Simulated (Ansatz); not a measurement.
A self-consistent single point of ScOs3 (I4/mmm, 4 atoms in the cell) with Ansatz (a first-principles code).

Method of the run: revPBE, default PAW files made with PBE (plane waves; Ansatz).

The change in words: lattice scaled by 1.03; basis.ecutwfc: 420 eV → 250 eV. Reference geometry:
```
CELL_PARAMETERS angstrom
     -1.94743     1.94743     4.33779
      1.94743    -1.94743     4.33779
      1.94743     1.94743    -4.33779
ATOMIC_POSITIONS crystal
  Os 0.50000 0.50000 0.00000
  Os 0.75000 0.25000 0.50000
  Os 0.25000 0.75000 0.50000
  Sc 0.00000 0.00000 0.00000
```

Reference input (self-consistent single point, DFT, revPBE, plane waves, default PAW files made with PBE): basis.ecutwfc = 420 eV; kpoints.mp_grid.grid = 13 13 13; hamiltonian.xc = revpbe; hamiltonian.pseudopotentials = {kind: paw} (the program's default PAW files); scf.occupations.method = methfessel_paxton; scf.occupations.width = 0.136 eV. This run's input differs from it in these lines:

Ansatz 0.2 input:
```diff
@@ -3,5 +3,5 @@
   lattice:
-    - [-1.947430, 1.947430, 4.337791]
-    - [1.947430, -1.947430, 4.337791]
-    - [1.947430, 1.947430, -4.337791]
+    - [-2.005853, 2.005853, 4.467925]
+    - [2.005853, -2.005853, 4.467925]
+    - [2.005853, 2.005853, -4.467925]
   atoms:
@@ -12,3 +12,3 @@
 basis:
-  ecutwfc: 420.0
+  ecutwfc: 250.0
 kpoints:
```

Log, with long lists cut:

```
SCF iter   1: F=—  HF=-36315.562995 eV  |F-HF|=—  |Δ(HF+E_count)|=         —  Δρ=2.86e-2  dr2=4.11e-1  ethr=1.77e-3  ⟨swp⟩=3.6  Hψ=20495  notcnv=0
all-band conjugate gradients solve this SCF's bands
preconditioner: auto → Kerker (q_TF=auto, 2.640 Å⁻¹)
SCF iter   2: F=—  HF=-36315.489302 eV  |F-HF|=—  |Δ(HF+E_count)|=   7.37e-2  S|Δr|=    0.00e0  Δρ=1.48e-2  dr2=1.16e-1  ethr=6.97e-4  ⟨swp⟩=2.0  Hψ=9400  notcnv=0  defer=154
   [... lines left out ...]
SCF iter   5: F=—  HF=-36315.474718 eV  |F-HF|=—  |Δ(HF+E_count)|=   1.66e-5  S|Δr|=    0.00e0  Δρ=8.72e-5  dr2=7.23e-6  ethr=2.39e-7  ⟨swp⟩=2.0  Hψ=9337  notcnv=0  defer=154
SCF iter   6: F=—  HF=-36315.474716 eV  |F-HF|=—  |Δ(HF+E_count)|=   1.64e-6  S|Δr|=    0.00e0  Δρ=1.85e-5  dr2=2.80e-7  ethr=1.23e-8  ⟨swp⟩=2.0  Hψ=9401  notcnv=0  defer=165
SCF iter   7: F=-36315.474716 eV  HF=-36315.474716 eV  |F-HF|=7.65e-9  |Δ(HF+E_count)|=   3.00e-8  S|Δr|=    0.00e0  Δρ=4.39e-6  dr2=1.89e-8  ethr=1.69e-10  ⟨swp⟩=5.9  Hψ=21375  notcnv=0
SCF 1 converged in 7 iterations: F = -36315.474716 eV  dr2 = 1.89e-8
Stability not checked (fill_not_monotonic)
Free energy (F): -36315.474716 eV
Internal energy: -36315.480324 eV  (E = F + TS)
E sigma→0 (E₀):  -36315.476118 eV
Entropy (-TS):   0.005608 eV (1.402 meV/atom)
Fermi energy:    17.397367 eV
--- Forces (eV/Å), atoms counted from 1 ---
  atom   1  Os     0.00000000     0.00000000     0.00000000
   [... zero for the other atoms too ...]
--- Stress (GPa, compression-positive) ---
      -25.944256      -0.000000      -0.000000
       -0.000000     -25.944256      -0.000000
        0.000000      -0.000000     -32.278061
  P = ⅓ Tr σ = -28.0555 GPa (-280.555 kbar)
  The stress holds the Pulay correction. Without it, at fixed plane waves, as pw.x and ABINIT print it: P = -80.6299 GPa
```

The run converged in 7 iterations. Against the reference run the free energy goes up by 1.12 eV/atom and the pressure goes from -11.04 to -28.06 GPa.

The starting cell was generated: these elements placed on a structure prototype, without a prior relaxation; it need not be a known phase or ordering of this composition. Its lattice was rescaled by a random factor within 2.5 % of one. For this run, on top of that: lattice scaled by 1.03. Spin polarisation is off. Ansatz's pressure includes its estimate of the finite-basis (Pulay) stress. Without the estimate this run gives -80.63 GPa. The cutoff lies below the one recommended for these files.
